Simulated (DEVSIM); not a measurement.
Device: Schottky contact on n-type β-Ga2O3, at 350 K.

| layer (left to right) | material | thickness (μm) | Nd (cm⁻³) | τn (s) | τp (s) |
|---|---|---|---|---|---|
| 1 | β-Ga2O3 | 1.10 | 1.1e15 | 2.8e-9 | 2.8e-9 |

Left contact: Schottky, work function 5.44 eV, emission velocity 3.4e6 cm/s. Right contact: ohmic. Voltage is applied to the left contact. Recombination: SRH at mid-gap, Auger. Mobility is constant in doping.

This is a model device: material constants are rounded textbook-type values typed into the input, and sizes, dopings and lifetimes were drawn at random. Values at 300 K; Nc and Nv go as T^1.5, mobilities as T to minus their exponent, the gap by Varshni's rule with the affinity fixed.

```csv
parameter,β-Ga2O3
gap (eV),4.8
affinity (eV),4
permittivity,10
Nc (cm⁻³),3.7e18
Nv (cm⁻³),5e20
μn (cm²/Vs),160
μp (cm²/Vs),1
T exponent of μn,1.8
T exponent of μp,1.5
Cn (cm⁶/s),1e-31
Cp (cm⁶/s),1e-31
Varshni α (eV/K),0.0004
Varshni β (K),600
```

Simulated with DEVSIM: 1D drift-diffusion, Boltzmann statistics, complete ionisation; no tunnelling, impact ionisation, image-force lowering or self-heating. Metal contacts follow the ideal Schottky-Mott rule: no Fermi-level pinning, no interface dipoles.

Question: Tabulate band edges, carrier densities and field at 1.15 V on the left contact.

Answer: Energies count from the Fermi level of the right contact; mesh points crowd at the junctions.

```tsv
x (μm)	Ec (eV)	Ev (eV)	n (cm⁻³)	p (cm⁻³)	field (V/cm)
0.000	0.290	-4.498	1.2e13	< 1e2	-4100
0.007893	0.287	-4.502	2.3e13	< 1e2	-4000
0.01826	0.283	-4.506	4.0e13	< 1e2	-3800
0.03189	0.278	-4.511	6.4e13	< 1e2	-3500
0.05910	0.269	-4.520	1.2e14	< 1e2	-3000
0.08554	0.261	-4.527	1.9e14	< 1e2	-2600
0.1203	0.253	-4.535	2.9e14	< 1e2	-2000
0.1814	0.243	-4.545	4.9e14	< 1e2	-1300
0.2463	0.237	-4.551	6.9e14	< 1e2	-670
0.3315	0.234	-4.555	8.7e14	< 1e2	-190
0.4435	0.234	-4.555	1.0e15	< 1e2	120
0.6331	0.238	-4.551	1.1e15	< 1e2	280
0.7506	0.241	-4.547	1.1e15	< 1e2	300
0.8401	0.244	-4.545	1.1e15	< 1e2	310
0.9245	0.246	-4.542	1.1e15	< 1e2	310
0.9724	0.248	-4.540	1.1e15	< 1e2	310
1.009	0.249	-4.539	1.1e15	< 1e2	310
1.037	0.250	-4.538	1.1e15	< 1e2	310
1.065	0.251	-4.538	1.1e15	< 1e2	310
1.080	0.251	-4.537	1.1e15	< 1e2	310
1.091	0.252	-4.537	1.1e15	< 1e2	310
1.100	0.252	-4.537	1.1e15	< 1e2	310
```
